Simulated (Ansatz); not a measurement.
Sr₂FeH₆ (Fm-3m), PBEsol, rigid bands (Ansatz, a first-principles code): N_v = 4.44e21 cm⁻³ at 300 K and a hole conductivity mass of 18.4 mₑ.

Problem. For 1e17 holes per cm³ at 300 K, place the Fermi level, estimate the Seebeck coefficient of a parabolic band with constant τ, and give mobility and conductivity for τ = 50 fs.

Solution. The level lies k_BT ln(N_v/p) = 0.277 eV above the valence-band maximum. S ≈ +(k_B/e)[ln(N_v/p) + 5/2] = 1138 μV/K, against 1106 μV/K from the full bands (mean over directions). μ = eτ/m = 4.78 cm²/(V·s) and σ = peμ = 0.0766 S/cm. τ is assumed, not computed.

Band transport and this doping are assumed; polarons and phonon drag are left out. Spin-orbit coupling is left out; where it splits the top of the valence band, N_v and the p-type Seebeck coefficient come out somewhat high without it.

Computed structure with no diffraction record at hand here (it may be known, metastable or hypothetical): Sr2FeH6 (Fm-3m). Treated as nonmagnetic, magnetic states not searched for: Sr2FeH6 (Fm-3m).
